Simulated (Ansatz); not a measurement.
# NaF: energy against volume

NaF (rock salt, Fm-3m, 12.399 Å³/atom and stress up to 0.01 GPa in the relaxed cell, cube axes along x, y and z) under an equal strain ε along all three axes. PBEsol in Ansatz, a plane-wave DFT program (PAW, default set), 420 eV, 12×12×12 Γ-centred mesh, Fermi-Dirac smearing 0.05 eV; ions are relaxed, or left where forces stay under 0.02 eV/Å, within the symmetry of each cell.

Here V stands for volume and E for E less E0.

| volume (Å³/atom) | E less E0 (meV/atom) | pressure (GPa) |
|---|---|---|
| 11.6700 | 7.29 | 3.38 |
| 11.8495 | 4.06 | 2.44 |
| 12.0309 | 1.78 | 1.57 |
| 12.2141 | 0.48 | 0.75 |
| 12.3991 | 0.00 | 0.00 |
| 12.5861 | 0.42 | -0.70 |
| 12.7748 | 1.64 | -1.35 |
| 12.9655 | 3.60 | -1.96 |
| 13.1581 | 6.31 | -2.52 |
| 13.5489 | ? | ? |

The 9 complete rows are fitted with the third-order Birch-Murnaghan form, a cubic in V^(-2/3), E against V. With u = V^(-2/3) - 0.187, the rows have u = 0.007366, 0.005398, 0.003459, 0.001550, -0.000331, -0.002184, -0.004009, -0.005807, -0.007580. Least squares gives E = 0.034 + 87.33·u + 121352·u² + 77304·u³. Residuals (row less fit): -0.002, 0.006, -0.011, 0.019, -0.018, -0.001, 0.011, -0.004, -0.001; standard error 0.014 (degrees of freedom: 5). Its minimum lies at u = -0.000360, so V0 = (0.186640)^(-3/2) = 12.40. There d²E/du² = 242500 and d³E/du³ = 463800, so B0 = (4/9) × 12.40^(-7/3) × 242500 × 0.160218 = 48.5 GPa (the last factor turns the table's units into GPa), and B0' = 4 + (2/3) × 0.186640 × (463800)/242500 = 4.2. B0' rests on the cubic coefficient alone and has a standard error of 0.2 from these residuals.

**Question.** Estimate the missing E (V = 13.5489); what did the run itself give?

**Answer.** u = -0.011047, so E = 0.034 + 87.33 × (-0.011047) + 121352 × (-0.011047)² + 77304 × (-0.011047)³ = 13.774 meV/atom. The calculation gives 13.68 meV/atom, 0.094 meV/atom below the prediction (0.7 % of the range of E in the table). The row lies outside the fitted rows, so this is an extrapolation. From the scatter of the fitted rows alone, a prediction at this place has a standard error of 0.057 meV/atom, so the miss is 1.6 times that.

Other structures, which can take over under pressure, weren't tried. The same form fitted to the pressure column gives B0' = 4.6; series where the two differ by over 0.4 aren't shown. Rows are the converged runs of the series near zero and its far end, less any whose ions stayed unrelaxed beside relaxed ones; series whose fitted rows scatter by over a few per cent of the range, as at a crossing or softening among them, aren't shown in this form.
